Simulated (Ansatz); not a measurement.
Results of r²SCAN (Ansatz, a program for electronic structure, PAW) for GaN (I4mm, No. 107, 2 atoms in the cell; start mp-2646978; a measured phase of this formula has another space group).

Settings: plane-wave cutoff 560 eV, 16×16×16 k mesh, Fermi–Dirac smearing 0.01 eV, scalar-relativistic PAW data made under PBE.

Cell (relaxed at this level):

```cif
data_GaN
_chemical_formula_sum 'Ga1 N1'
_space_group_name_H-M_alt 'P 1'
_space_group_IT_number 1
_cell_length_a 3.18834
_cell_length_b 3.18834
_cell_length_c 3.18834
_cell_angle_alpha 126.848
_cell_angle_beta 126.848
_cell_angle_gamma 78.500
loop_
_space_group_symop_operation_xyz
  'x, y, z'
loop_
_atom_site_label
_atom_site_type_symbol
_atom_site_fract_x
_atom_site_fract_y
_atom_site_fract_z
_atom_site_occupancy
Ga1 Ga 0.75625 0.75625 0.00000 1
N1 N 0.35875 0.35875 0.00000 1
```

Q: Predict the band gap and smallest direct gap on the k points sampled.

A: 
band gap: 0.74 eV (indirect)
smallest direct gap on the k points sampled: 2.48 eV

Spin–orbit coupling is not included.

The computed numbers hold no vibrational or temperature effects.

Cost on a shared machine: very roughly 40 core-seconds.

A start named mp-… is a Materials Project structure, which need not be a measured phase.
